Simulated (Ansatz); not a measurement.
Results of LDA (PAW; Ansatz, a quantum-chemistry and plane-wave program) for GdAg₂ (I4/mmm, No. 139).

Settings: plane-wave cutoff 500 eV, 20×20×20 k mesh, Fermi–Dirac smearing 0.1 eV, spin-polarised start, scalar-relativistic PAW data made under PBE.

Computed at the level's own relaxed cell.

Q: Estimate the volume per atom, lattice constant a and c axis length that the calculation returns.

A: 
- volume per atom = 20.21 Å³/atom
- lattice constant a = 3.643 Å
- c axis length = 9.135 Å

The run finds no gap.

Note: the magnetic order was assumed, not searched for or taken from measurement; the 4f shell is treated without U or exact exchange, so its levels and filling can be wrong; the volume lies 7 % below that of the published cell.

Spin–orbit coupling is not included.

Computed values are for the static lattice.

Computing time: roughly 25 core-minutes.
